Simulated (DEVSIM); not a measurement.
Structure: illuminated Ge p-on-n cell, one wavelength, at 300 K.

Layer 1 from the left is Ge, thickness (μm) 0.0610, Na (cm⁻³) 2.7e18, τn (s) 1.9e-8, τp (s) 7.9e-9, absorption coefficient (cm⁻¹) 400. Layer 2 from the left is Ge, thickness (μm) 46.0, Nd (cm⁻³) 2.7e15, τn (s) 7.2e-7, τp (s) 7.2e-7, absorption coefficient (cm⁻¹) 400.

Left contact: ohmic, minority electron recombination velocity 3e5 cm/s. Right contact: ohmic, minority hole recombination velocity 80000 cm/s. Voltage is applied to the left contact. Recombination: SRH at mid-gap, radiative, Auger. Light enters at the left, 3.7e17 photons cm⁻² s⁻¹, one pass, no reflection. Mobility is μmin + (μ − μmin)/(1 + (N/Nref)^α).

Constants are typed, rounded textbook-type inputs, not results; the design itself was drawn at random and stands for no fabricated device. Values at 300 K.

Ge: gap (eV) 0.664, affinity (eV) 4, permittivity 16, Nc (cm⁻³) 1.04e19, Nv (cm⁻³) 6e18, μn (cm²/Vs) 3900, μp (cm²/Vs) 1900, μn,min 150, μp,min 100, Nref,n 2.6e17, Nref,p 4e17, αn 0.56, αp 0.6, B (cm³/s) 6.4e-14, Cn (cm⁶/s) 1e-31, Cp (cm⁶/s) 1e-31.

DEVSIM, 1D drift-diffusion, Boltzmann statistics, complete ionisation; no tunnelling, impact ionisation, image-force lowering or self-heating.

Dark forward current:

| |V| (V) | |J| (A/cm²) |
|---|---|
| 0.05 | 0.001839 |
| 0.10 | 0.01431 |
| 0.15 | 0.09866 |
| 0.20 | 0.6329 |
| 0.25 | 3.353 |
| 0.30 | 13.73 |
| 0.35 | 46.48 |
| 0.40 | 138.0 |
| 0.45 | 360.6 |
| 0.50 | 813.1 |
| 0.55 | 1587 |
| 0.60 | 2746 |

Problem. Work out the local ideality factor n = ΔV / (kT/q · ln(J2/J1)) between the rows 0.15 and 0.20 V, 0.55 and 0.60 V.

Solution. kT/q = 25.85 mV. From 0.15 to 0.20 V: ln(0.6329/0.09866) = 1.859, n = 1.04, near the 1 of diffusion or emission over a barrier. From 0.55 to 0.60 V: ln(2746/1587) = 0.548, n = 3.53.

Problem. What current could the absorbed light give at most, and what share is collected?

Solution. Σ αd = 1.84, so qΦ(1 − exp(−Σ αd)) = 49.9 mA/cm². The simulated short-circuit current is 33.05 mA/cm², a share of 0.66.

Problem. Estimate the open-circuit voltage by superposition: the voltage at which the dark current equals that short-circuit current.

Solution. Interpolating ln J in the table gives 0.122 V. The simulation gives 0.121 V, the same within the digits that matter. Superposition holds where collection doesn't change with voltage.
